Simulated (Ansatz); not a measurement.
Start from Li$_{2}$O in the anti-fluorite structure (space group Fm-3m, No. 225; a = 4.5727 Å). Axes: x, y, z lie along the cube axes.

One thing is altered: biaxial strain +0.83 %, plane normal [110], relaxed out of plane (Cartesian); in-plane vectors clamped, the third vector and the atoms free.

Method: Kohn–Sham DFT with the r2SCAN functional, run in Ansatz (a first-principles code) with PAW and 500 eV plane waves, without spin-orbit coupling.

Question: Give the band edges at the high-symmetry points of the new zone, measured from its valence-band maximum.

Answer: 
```tsv
point	valence edge (eV)	conduction edge (eV)
Γ	0.00	6.08
X	-1.35	5.73
F₂	-1.12	7.42
Σ₀	-1.12	7.42
Y₀	-1.06	7.34
U₀	-1.06	7.34
R	-0.47	10.18
W	-1.52	7.93
S	-0.44	10.14
T	-1.43	5.71
```

The gap is 5.71 eV, indirect, Γ → T.

A biaxial case was relaxed in a doubled cell and then solved in the primitive one. No phonon test of stability was made. Labels are those of the standard path for the cell's own space group.
